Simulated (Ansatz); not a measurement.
Structures of equal composition on the (111)A surface of zinc-blende InSb (In plane on top): 2x2 O adatom at H3; 2x2 O adatom at T4. The slabs share one bottom face, and each structure is named by its start. These are constructed structures in small cells; real faces may alloy, dewet or reconstruct in larger ones, and not all known structures of the face are among them. Slabs of about 16 Å with all that they carry, Fermi-Dirac smearing of 0.025 eV. Bottom of the slabs: H caps. Relaxed from the named starts with such symmetry as they have, on meshes of like density; energies extrapolated to zero smearing; no spin-orbit coupling, no U. Spin-polarised runs, if any, are marked in brackets, and their order is one that fits the cell; the others ran without spin.

Host crystal: zinc-blende InSb, a metal or without a clear band gap (PBE, scalar-relativistic without spin-orbit coupling).

These are PBE (plane waves to 420 eV, PAW; Ansatz, a first-principles code) values and carry that method's errors.

### Question
Rank these by energy per 1x1 cell (lowest first), as PBE gives it.

### Answer
2x2 O adatom at T4 (0.000 eV (1 In–In, 2 In–O bonds formed; 2 In–Sb bonds broke) [spin start, no net moment], no gap over 0.04 eV on the mesh), 2x2 O adatom at H3 (0.115 eV (3 In–O bonds formed) [spin start, no net moment], no gap over 0.04 eV on the mesh)
